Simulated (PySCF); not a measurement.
PySCF 2.14.0, PBE/gth-dzvp, GTH-PBE pseudopotentials, periodic, gdf: diamond, 2 atoms. Basis and mesh were picked for this test and aren't claimed converged.

- cell = 2.52, 2.52, 2.52 Å; 60, 60, 60°
- task = energy
- method = pbe
- basis = gth-dzvp
- pseudo = gth-pbe
- k mesh = 2×2×2
- mol.max_memory = 64000 MB
- mf.init_guess = minao (default)
- mf.DIIS = CDIIS (default)
- mf.diis_space = 8 (default)
- basis functions (base settings) = 26
- grid points (base settings) = 26425
- k-points (base settings) = 8

It runs on a single node (Arm Neoverse V2, 96 cores on 1 socket, no SMT, 1 L3 cache group).

Wall times, medians of two to five repeats, each run alone on the node (launch to exit). Unless noted, each process is bound to its own block of adjacent cores. Build: PyPI wheel: OpenMP (GNU), a bundled serial OpenBLAS 0.3.3 under its C layer, NumPy's threaded OpenBLAS held to generic ARMv8 kernels, libcint, Libxc. Other compilers and libraries give other times. Scratch files lie in a memory file system.

First run (32 threads, 1 BLAS thread, two_electron_scheme = gdf):

```
    CPU time for int3c kernel initialization      0.18 sec, wall time      0.01 sec
    CPU time for int3c kernel initialization      0.03 sec, wall time      0.00 sec
    CPU time for int3c kernel initialization      0.13 sec, wall time      0.00 sec
    CPU time for get_pp      2.05 sec, wall time      0.24 sec
    CPU time for setting up grids      2.04 sec, wall time      0.27 sec
    CPU time for vxc      6.18 sec, wall time      0.42 sec
    CPU time for int3c kernel initialization      0.04 sec, wall time      0.00 sec
    CPU time for pass1: real space int3c2e     44.35 sec, wall time      6.38 sec
    CPU time for int2c2e      0.36 sec, wall time      0.05 sec
    CPU time for pass2: AFT int3c2e      1.38 sec, wall time      0.19 sec
    CPU time for get_j      0.06 sec, wall time      0.04 sec
    CPU time for vj and vk     45.80 sec, wall time      6.62 sec
    CPU time for veff     45.81 sec, wall time      6.62 sec
init E= -11.6850936508268
    CPU time for initialize scf     54.17 sec, wall time      7.32 sec
    CPU time for vxc      4.24 sec, wall time      0.15 sec
    CPU time for get_j      0.06 sec, wall time      0.04 sec
    CPU time for vj and vk      0.06 sec, wall time      0.04 sec
    CPU time for veff      0.06 sec, wall time      0.04 sec
cycle= 1 E= -11.2534548531857  delta_E= 0.432  |g|= 0.479  |ddm|=   18
...
    CPU time for cycle= 2      4.40 sec, wall time      0.20 sec
    CPU time for vxc      4.22 sec, wall time      0.15 sec
    CPU time for get_j      0.06 sec, wall time      0.04 sec
    CPU time for vj and vk      0.06 sec, wall time      0.04 sec
    CPU time for veff      0.06 sec, wall time      0.04 sec
cycle= 3 E= -11.2604249652283  delta_E= -0.000269  |g|= 0.000464  |ddm|= 1.48
    CPU time for cycle= 3      4.41 sec, wall time      0.20 sec
    CPU time for vxc      4.20 sec, wall time      0.15 sec
    CPU time for get_j      0.06 sec, wall time      0.04 sec
    CPU time for vj and vk      0.06 sec, wall time      0.04 sec
    CPU time for veff      0.06 sec, wall time      0.04 sec
cycle= 4 E= -11.2604249737328  delta_E= -8.5e-09  |g|= 2.17e-05  |ddm|= 0.0226
    CPU time for cycle= 4      4.60 sec, wall time      0.21 sec
    CPU time for vxc      4.23 sec, wall time      0.15 sec
    CPU time for get_j      0.06 sec, wall time      0.04 sec
    CPU time for vj and vk      0.06 sec, wall time      0.04 sec
    CPU time for veff      0.06 sec, wall time      0.04 sec
    CPU time for scf_cycle     76.17 sec, wall time      8.30 sec
    CPU time for SCF     76.22 sec, wall time      8.35 sec
converged SCF energy = -11.2604249737454
SCF converged: True
wall of the SCF part: 8.349 s
```

Second run:

```
    CPU time for int3c kernel initialization      0.13 sec, wall time      0.01 sec
    CPU time for int3c kernel initialization      0.03 sec, wall time      0.00 sec
    CPU time for int3c kernel initialization      0.13 sec, wall time      0.00 sec
    CPU time for get_pp      2.00 sec, wall time      0.24 sec
    CPU time for setting up grids      2.04 sec, wall time      0.28 sec
    CPU time for vxc      6.23 sec, wall time      0.42 sec
    CPU time for int2c2e      0.32 sec, wall time      0.05 sec
    CPU time for get_j      0.05 sec, wall time      0.04 sec
    CPU time for vj and vk    145.42 sec, wall time     21.03 sec
    CPU time for veff    145.42 sec, wall time     21.03 sec
init E= -11.6850936506756
    CPU time for initialize scf    153.77 sec, wall time     21.72 sec
    CPU time for vxc      4.20 sec, wall time      0.15 sec
    CPU time for get_j      0.05 sec, wall time      0.04 sec
    CPU time for vj and vk      0.05 sec, wall time      0.04 sec
    CPU time for veff      0.05 sec, wall time      0.04 sec
cycle= 1 E= -11.2534548530433  delta_E= 0.432  |g|= 0.479  |ddm|=   18
    CPU time for cycle= 1      4.26 sec, wall time      0.19 sec
    CPU time for vxc      4.22 sec, wall time      0.15 sec
    CPU time for get_j      0.05 sec, wall time      0.04 sec
...
    CPU time for cycle= 2      4.42 sec, wall time      0.19 sec
    CPU time for vxc      4.22 sec, wall time      0.15 sec
    CPU time for get_j      0.05 sec, wall time      0.04 sec
    CPU time for vj and vk      0.05 sec, wall time      0.04 sec
    CPU time for veff      0.06 sec, wall time      0.04 sec
cycle= 3 E= -11.2604249650898  delta_E= -0.000269  |g|= 0.000464  |ddm|= 1.48
    CPU time for cycle= 3      4.42 sec, wall time      0.20 sec
    CPU time for vxc      4.22 sec, wall time      0.15 sec
    CPU time for get_j      0.05 sec, wall time      0.04 sec
    CPU time for vj and vk      0.05 sec, wall time      0.04 sec
    CPU time for veff      0.05 sec, wall time      0.04 sec
cycle= 4 E= -11.2604249735943  delta_E= -8.5e-09  |g|= 2.17e-05  |ddm|= 0.0226
    CPU time for cycle= 4      4.41 sec, wall time      0.20 sec
    CPU time for vxc      4.22 sec, wall time      0.15 sec
    CPU time for get_j      0.05 sec, wall time      0.04 sec
    CPU time for vj and vk      0.05 sec, wall time      0.04 sec
    CPU time for veff      0.06 sec, wall time      0.04 sec
    CPU time for scf_cycle    175.55 sec, wall time     22.68 sec
    CPU time for SCF    175.60 sec, wall time     22.72 sec
converged SCF energy = -11.2604249736069
SCF converged: True
wall of the SCF part: 22.729 s
```

Q: Both blocks come from the same system on the same machine. Which change was made from the first run to the second?
A. two_electron_scheme = fftdf
B. two_electron_scheme = rsdf
C. two_electron_scheme = mdf

A: B, two_electron_scheme = rsdf. The largest move is in J and K builds: 6.8 s to 21 s. As resolved by the program: FFT mesh [7 7 7] against [9 9 9]. The other changes gave 9.4 s (two_electron_scheme = mdf), 12 s (two_electron_scheme = fftdf), against 23 s here and 8.8 s at first.
